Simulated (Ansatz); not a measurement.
Output of an Ansatz run (abridged):

```
WARN ansatz: RAYON_NUM_THREADS=1 ignored (pool sized by the plan → 1); use --threads N
Pseudopotentials: kind: paw
Pseudopotential: Cs, paw, valence charge 9
Pseudopotential: Mg, paw, valence charge 10
Pseudopotential: P, paw, valence charge 5
Pseudopotential: O, paw, valence charge 6
Crystal: 28 atoms, lattice volume = 446.337 Å³
Basis set: ecut = 420 eV, 8715 PW (Γ)
Bands: 124, of which v1, the nominal top of the filled ones, is band 96 counted from 1 (95 counted from 0)
Symmetry: 4 space group operations
Space group: P21/c (ITA 14), of the structure as read, at distance tolerance 7.6e-5 Å
k-points: 20 of 54
PAW frozen core: Cs, regenerated for the run's functional, and the local potential with it
PAW frozen core: Mg, regenerated for the run's functional, and the local potential with it
PAW frozen core: P, regenerated for the run's functional, and the local potential with it
PAW frozen core: O, regenerated for the run's functional, and the local potential with it
Initial density: superposition of atomic densities (neutral atoms: chi_scale 0, normalization atom), corrected by the library's trained network
Initial wavefunctions: pseudopotential atomic-orbital guess
Eigensolver: davidson
Functional: x = slater, c = lda
SCF iter   1: F=—  HF=-41444.415409 eV  |F-HF|=—  |Δ(HF+E_count)|=         —  Δρ=1.21e-2  dr2=5.49e-1  ethr=1.77e-3  ⟨swp⟩=11.2  Hψ=13927  notcnv=0
all-band conjugate gradients solve this SCF's bands
preconditioner: auto → Resta (q_TF=auto, 2.370 Å⁻¹)
SCF iter   2: F=—  HF=-41444.249993 eV  |F-HF|=—  |Δ(HF+E_count)|=   1.65e-1  S|Δr|=    0.00e0  Δρ=3.51e-3  dr2=2.33e-2  ethr=2.86e-4  ⟨swp⟩=2.0  Hψ=4455  notcnv=0  defer=22
SCF iter   3: F=—  HF=-41444.242862 eV  |F-HF|=—  |Δ(HF+E_count)|=   7.13e-3  S|Δr|=    0.00e0  Δρ=1.54e-3  dr2=7.91e-3  ethr=1.21e-5  ⟨swp⟩=2.1  Hψ=3908  notcnv=0  defer=22
SCF iter   4: F=—  HF=-41444.240679 eV  |F-HF|=—  |Δ(HF+E_count)|=   2.18e-3  S|Δr|=    0.00e0  Δρ=2.82e-4  dr2=2.55e-4  ethr=4.12e-6  ⟨swp⟩=2.2  Hψ=3249  notcnv=0  defer=22
SCF iter   5: F=—  HF=-41444.240687 eV  |F-HF|=—  |Δ(HF+E_count)|=   8.05e-6  S|Δr|=    0.00e0  Δρ=1.24e-4  dr2=4.92e-5  ethr=1.33e-7  ⟨swp⟩=2.8  Hψ=3726  notcnv=0  defer=22
SCF iter   6: F=—  HF=-41444.240679 eV  |F-HF|=—  |Δ(HF+E_count)|=   8.80e-6  S|Δr|=    0.00e0  Δρ=4.24e-5  dr2=5.15e-6  ethr=2.56e-8  ⟨swp⟩=2.8  Hψ=3677  notcnv=0  defer=22
SCF iter   7: F=—  HF=-41444.240679 eV  |F-HF|=—  |Δ(HF+E_count)|=   7.28e-7  S|Δr|=    0.00e0  Δρ=6.87e-6  dr2=2.24e-7  ethr=2.68e-9  ⟨swp⟩=2.4  Hψ=3478  notcnv=0  defer=20
SCF iter   8: F=-41444.240679 eV  HF=-41444.240679 eV  |F-HF|=1.22e-8  |Δ(HF+E_count)|=   6.58e-8  S|Δr|=    0.00e0  Δρ=2.57e-6  dr2=2.66e-8  ethr=5.21e-11  ⟨swp⟩=16.6  Hψ=15627  notcnv=0
SCF 1 converged in 8 iterations: F = -41444.240679 eV  dr2 = 2.66e-8
SCF converged after 8 iterations
Stability not checked (fill_not_monotonic)
Free energy (F): -41444.240679 eV
Harris-Foulkes:  -41444.240679 eV  (|F-HF|=1.22e-8)
Internal energy: -41444.240679 eV  (E = F + TS)
E sigma→0 (E₀):  -41444.240679 eV
Fermi energy:    6.397785 eV
Step filling:    the computed levels leave a gap of 4.7382 eV = 23.7 smearing widths
--- Per-component energies (eV) ---
  E_band       = -1878.470551
  E_kinetic    = 4073.382992
  E_local      = -17155.035214  (includes V_loc(G=0)·N_el)
  E_nonlocal   = 1452.582275
  E_hartree    = 6510.583377
  E_xc         = -2240.467797
  E_vxc        = -2429.820473  (∫ρ·V_xc dr)
  E_paw        = -25225.168295  (= ΣΔE_a)
  E_vpaw       = -840.787756  (= ΣTr[D̂ρ^β])
  E_aug_tail   = 0.041607  (compensation charges beyond the density's cutoff)
  E_ewald      = -8863.863916
  E_core_change = 3.704292  (= ΣΔE_core)
  E_smearing   = 0.000000  (= −TS)
  E_closure    = -0.000000  (closes the sum)
  Σ components = -41444.240679   (vs F -41444.240679, Δ=0.00e0)
--- Forces (eV/Å), atoms counted from 1 ---
  atom   1  Cs    -0.00552110     0.03850815    -0.00002482
  atom   2  Cs     0.00552110     0.03850815     0.00002482
  atom   3  Cs     0.00552110    -0.03850815     0.00002482
  atom   4  Cs    -0.00552110    -0.03850815    -0.00002482
  atom   5  Mg    -0.28492251    -0.32072296     0.02443390
  atom   6  Mg     0.28492251    -0.32072296    -0.02443390
   [... 17 lines left out ...]
  atom  24  O      4.96745676    -1.48786868    -2.35888631
  atom  25  O     -0.29744256    -0.43975350    -0.19399551
  atom  26  O      0.29744256    -0.43975350     0.19399551
  atom  27  O      0.29744256     0.43975350     0.19399551
  atom  28  O     -0.29744256     0.43975350    -0.19399551
  max |Σ_I F_I| component: 8.88e-16 eV/Å
--- Stress (GPa, compression-positive) ---
       10.620024       0.000000      -3.106771
        0.000000       4.887243       0.000000
       -3.106771       0.000000       9.969771
  P = ⅓ Tr σ = 8.4923 GPa (84.923 kbar)
  The stress holds the Pulay correction. Without it, at fixed plane waves, as pw.x and ABINIT print it: P = 7.9188 GPa
--- Band table (eV; the first three rows and the last of 20) ---
  k-point 0: bands = ["-67.2353", "-67.2353", "-67.2353", "-67.2353", "-34.6974", "-34.6974", "-34.6972", "-34.6972", "-34.6818", "-34.6818", "-34.6817", "-34.6817", "-34.6739", "-34.6739", "-34.6739", "-34.6739", "-16.3688", "-16.2426", "-16.2275", [...]
  k-point 1: bands = ["-67.2353", "-67.2353", "-67.2353", "-67.2353", "-34.6974", "-34.6974", "-34.6972", "-34.6972", "-34.6818", "-34.6818", "-34.6817", "-34.6817", "-34.6739", "-34.6739", "-34.6739", "-34.6739", "-16.3427", "-16.2832", "-16.2200", [...]
  k-point 2: bands = ["-67.2353", "-67.2353", "-67.2353", "-67.2353", "-34.6974", "-34.6974", "-34.6972", "-34.6972", "-34.6818", "-34.6818", "-34.6817", "-34.6817", "-34.6739", "-34.6739", "-34.6739", "-34.6739", "-16.3386", "-16.2742", "-16.2262", [...]
  k-point 19: bands = ["-67.2353", "-67.2353", "-67.2353", "-67.2353", "-34.6974", "-34.6974", "-34.6972", "-34.6972", "-34.6818", "-34.6818", "-34.6818", "-34.6818", "-34.6739", "-34.6739", "-34.6739", "-34.6739", "-16.2333", "-16.2305", [...]
```

The structure:

```
CELL_PARAMETERS angstrom
      5.40108     0.00000     0.00000
      0.00000     8.78845     0.00000
     -5.28852     0.00000     9.40309
ATOMIC_POSITIONS crystal
  Cs 0.54533 0.99740 0.79273
  Cs 0.45467 0.49740 0.70727
  Cs 0.45467 0.00260 0.20727
  Cs 0.54533 0.50260 0.29273
  Mg 0.15760 0.81720 0.41620
  Mg 0.84240 0.31720 0.08380
  Mg 0.84240 0.18280 0.58380
  Mg 0.15760 0.68280 0.91620
  P  0.82360 0.69940 0.08330
  P  0.17640 0.19940 0.41670
  P  0.17640 0.30060 0.91670
  P  0.82360 0.80060 0.58330
  O  0.52810 0.75972 0.98444
  O  0.47190 0.25972 0.51556
  O  0.47190 0.24028 0.01556
  O  0.52810 0.74028 0.48444
  O  0.91412 0.76433 0.22388
  O  0.08588 0.26433 0.27612
  O  0.08588 0.23567 0.77612
  O  0.91412 0.73567 0.72388
  O  0.02059 0.75972 0.04067
  O  0.97941 0.25972 0.45933
  O  0.97941 0.24028 0.95933
  O  0.02059 0.74028 0.54067
  O  0.83898 0.52753 0.08993
  O  0.16102 0.02753 0.41007
  O  0.16102 0.47247 0.91007
  O  0.83898 0.97247 0.58993
```

**Question.** What input produced this log?

**Answer.** Other spellings and defaults could give the same log, and not every line can be read from it. The input that was run (DFT, LDA (PW92), plane waves, default PAW files made with PBE):

Ansatz 0.2 input:
```yaml
# CsMgPO4
crystal:
  lattice:
    - [5.401076, 0.000000, 0.000000]
    - [0.000000, 8.788447, 0.000000]
    - [-5.288515, 0.000000, 9.403092]
  atoms:
    - { symbol: Cs, position: [0.545330, 0.997400, 0.792730] }
    - { symbol: Cs, position: [0.454670, 0.497400, 0.707270] }
    - { symbol: Cs, position: [0.454670, 0.002600, 0.207270] }
    - { symbol: Cs, position: [0.545330, 0.502600, 0.292730] }
    - { symbol: Mg, position: [0.157600, 0.817200, 0.416200] }
    - { symbol: Mg, position: [0.842400, 0.317200, 0.083800] }
    - { symbol: Mg, position: [0.842400, 0.182800, 0.583800] }
    - { symbol: Mg, position: [0.157600, 0.682800, 0.916200] }
    - { symbol: P, position: [0.823600, 0.699400, 0.083300] }
    - { symbol: P, position: [0.176400, 0.199400, 0.416700] }
    - { symbol: P, position: [0.176400, 0.300600, 0.916700] }
    - { symbol: P, position: [0.823600, 0.800600, 0.583300] }
    - { symbol: O, position: [0.528100, 0.759720, 0.984440] }
    - { symbol: O, position: [0.471900, 0.259720, 0.515560] }
    - { symbol: O, position: [0.471900, 0.240280, 0.015560] }
    - { symbol: O, position: [0.528100, 0.740280, 0.484440] }
    - { symbol: O, position: [0.914120, 0.764330, 0.223880] }
    - { symbol: O, position: [0.085880, 0.264330, 0.276120] }
    - { symbol: O, position: [0.085880, 0.235670, 0.776120] }
    - { symbol: O, position: [0.914120, 0.735670, 0.723880] }
    - { symbol: O, position: [0.020590, 0.759720, 0.040670] }
    - { symbol: O, position: [0.979410, 0.259720, 0.459330] }
    - { symbol: O, position: [0.979410, 0.240280, 0.959330] }
    - { symbol: O, position: [0.020590, 0.740280, 0.540670] }
    - { symbol: O, position: [0.838980, 0.527530, 0.089930] }
    - { symbol: O, position: [0.161020, 0.027530, 0.410070] }
    - { symbol: O, position: [0.161020, 0.472470, 0.910070] }
    - { symbol: O, position: [0.838980, 0.972470, 0.589930] }
basis:
  ecutwfc: 420.0
kpoints:
  mp_grid: { grid: [6, 3, 3] }
hamiltonian:
  xc: lda
  pseudopotentials: { kind: paw }
scf:
  occupations: { method: methfessel_paxton, width: 0.2 }
output:
  forces: true
  eigenvalues: true
  stress: true
```

The starting cell comes from a database of published, mostly measured structures (it also holds non-ambient and calculated ones), without a prior relaxation at this level. Its lattice was rescaled by a random factor within 2.5 % of one. With a pressure of about 8 GPa the cell is away from its equilibrium volume at this level. Forces in this geometry exceed 1 eV/Å. Ansatz's pressure includes its estimate of the finite-basis (Pulay) stress. Without the estimate this run gives 7.92 GPa.

Ansatz is a quantum-chemistry and plane-wave program.
